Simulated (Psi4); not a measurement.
Psi4 1.11, WB97X/def2-svpd: Ge(AsH2)(H)3 ([GeH3][AsH2]), 7 atoms. The geometry is a generated start, not checked to be a minimum at this level.

```
Quantity                              Value
--------------------------  ---------------
task                                 energy
method                                wb97x
basis                             def2-svpd
memory                                 3 GB
maxiter                                 100
keys of the molecule block      symmetry c1
scf_type                       df (default)
e_convergence               1e-06 (default)
d_convergence               1e-06 (default)
dft_radial_points              75 (default)
dft_spherical_points          302 (default)
basis functions                         116
grid points                          152722
```

```xyz
7

Ge    -0.8042     0.0918    -0.1074
As     1.4859    -0.1557    -0.6696
H     -1.7136    -0.7073    -1.0029
H     -1.2976     1.5100    -0.2303
H     -1.2172    -0.3162     1.2852
H      1.6567    -1.2567     0.3357
H      1.8901     0.8343     0.3893
```

With the defaults (damping_percentage = 0, diis = true, scf_initial_accelerator = adiis, level_shift = 0, level_shift_cutoff = 0.01, soscf = false, soscf_start_convergence = 0.01, guess = auto, which took SAD, diis_max_vecs = 10) it converges in 9 SCF iterations. One run each on 2 threads, with these changes:
- soscf = true, soscf_start_convergence = 0.001
- damping_percentage = 60
- soscf = true
- diis_max_vecs = 3
- level_shift = 0.5, level_shift_cutoff = 0.001
- guess = core
- damping_percentage = 60, diis = false, scf_initial_accelerator = none
- scf_initial_accelerator = none
- diis_max_vecs = 6

Problem. Which of these changes keep the SCF from converging, or lead it to another solution?

Solution. No convergence: damping_percentage = 60; damping_percentage = 60, diis = false, scf_initial_accelerator = none (the run ends without SCF convergence in 100 iterations). The rest reach the solution of the defaults.

```json
[
 {"setting": "soscf = true", "SCF iterations": "6", "JK calls": "17", "end": "same solution"},
 {"setting": "soscf = true, soscf_start_convergence = 0.001", "SCF iterations": "8", "JK calls": "19", "end": "same solution"},
 {"setting": "diis_max_vecs = 6", "SCF iterations": "8", "JK calls": "9", "end": "same solution"},
 {"setting": "the defaults", "SCF iterations": "9", "JK calls": "10", "end": "same solution"},
 {"setting": "level_shift = 0.5, level_shift_cutoff = 0.001", "SCF iterations": "9", "JK calls": "10", "end": "same solution"},
 {"setting": "scf_initial_accelerator = none", "SCF iterations": "9", "JK calls": "10", "end": "same solution"},
 {"setting": "guess = core", "SCF iterations": "11", "JK calls": "11", "end": "same solution"},
 {"setting": "diis_max_vecs = 3", "SCF iterations": "11", "JK calls": "12", "end": "same solution"},
 {"setting": "damping_percentage = 60", "SCF iterations": "100", "JK calls": "101", "end": "no convergence"},
 {"setting": "damping_percentage = 60, diis = false, scf_initial_accelerator = none", "SCF iterations": "100", "JK calls": "101", "end": "no convergence"}
]
```

An SOSCF iteration holds several JK calls; a Hückel guess adds calls on atoms.
